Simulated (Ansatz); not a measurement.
# A computed series for MoS2: response to strain

Base system: MoS$_{2}$ in the 3R-MoS2 type structure (space group R3m, No. 160; layered, stacked along the Cartesian z axis).

```
MoS2
1.0
    1.58770     0.91666     6.19534
   -1.58770     0.91666     6.19534
    0.00000    -1.83332     6.19534
Mo S
1 2
Direct
  0.00000   0.00000   0.00000
  0.75029   0.75029   0.75029
  0.58300   0.58300   0.58300
```

Cartesian axes are those of the cell as printed.

Strains are applied to the cell and any free atomic positions relax; under biaxial strain the out-of-plane vector relaxes too.

Computed with r2SCAN+rVV10/PAW in Ansatz (a program for electronic structure), no spin-orbit coupling, earlier PAW set.

Candidates:
(a) biaxial strain −0.85 %, plane normal [001], relaxed out of plane
(b) strain tensor (xx, yy, zz, yz, xz, xy) = (−2.43, −2.42, +0.95, −0.02, −0.52, +0.67) %
(c) biaxial strain −0.54 %, plane normal [001], relaxed out of plane
(d) biaxial strain −0.99 %, plane normal [001], relaxed out of plane

Notes on the quantities. energy relative to the base: free energy F.

Problem. Order them by energy relative to the base, lowest first.

Solution. (c) biaxial strain −0.54 %, plane normal [001], relaxed out of plane (+1.0 meV/atom), (a) biaxial strain −0.85 %, plane normal [001], relaxed out of plane (+2.4 meV/atom), (d) biaxial strain −0.99 %, plane normal [001], relaxed out of plane (+3.2 meV/atom), (b) strain tensor (xx, yy, zz, yz, xz, xy) = (−2.43, −2.42, +0.95, −0.02, −0.52, +0.67) % (+21 meV/atom)

Whether these cells are dynamically stable was not tested.
